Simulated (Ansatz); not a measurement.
The starting structures come from a database of crystals and need not be the phases stable at ambient conditions.

**Evanescent states of Ba4Na(BiO4)3 (Im-3m, not sure to be the ambient phase, 20 atoms a cell, 16.5 Å³ an atom, -5 GPa at this level) along the normal of (001)**

The numbers are results of r2SCAN (plane waves, PAW; Ansatz, a program for electronic structure), not measurements.

The gap is the functional's own, uncorrected, and κ follows it; spin-orbit coupling is left out. Mid-gap values are interpolated between the computed energies.

Energies count from the valence-band top; κ is the least over a 4×4 mesh across the current.

```json
[
 {"E (eV)": "0.03", "κ (1/Å)": "0.075", "where": "Γ"},
 {"E (eV)": "0.07", "κ (1/Å)": "0.128", "where": "Γ"},
 {"E (eV)": "0.12", "κ (1/Å)": "0.163", "where": "Γ"},
 {"E (eV)": "0.17", "κ (1/Å)": "0.165", "where": "Γ"},
 {"E (eV)": "0.23", "κ (1/Å)": "0.161", "where": "Γ"},
 {"E (eV)": "0.28", "κ (1/Å)": "0.156", "where": "Γ"},
 {"E (eV)": "0.33", "κ (1/Å)": "0.151", "where": "Γ"},
 {"E (eV)": "0.38", "κ (1/Å)": "0.144", "where": "Γ"},
 {"E (eV)": "0.42", "κ (1/Å)": "0.136", "where": "Γ"},
 {"E (eV)": "0.47", "κ (1/Å)": "0.126", "where": "Γ"},
 {"E (eV)": "0.53", "κ (1/Å)": "0.114", "where": "Γ"},
 {"E (eV)": "0.57", "κ (1/Å)": "0.100", "where": "Γ"},
 {"E (eV)": "0.62", "κ (1/Å)": "0.082", "where": "Γ"},
 {"E (eV)": "0.68", "κ (1/Å)": "0.057", "where": "Γ"}
]
```

Task: How thick must the barrier be to attenuate the transmission by 10^8 when the electrodes' Fermi level lies at 0.33 eV, and what attenuation does that film give at 0.68 eV?

Result: d = 8 ln 10 / (2 × 0.151) = 61.0 Å. At 0.68 eV it gives 8 × 0.057/0.151 = 3.0 decades.
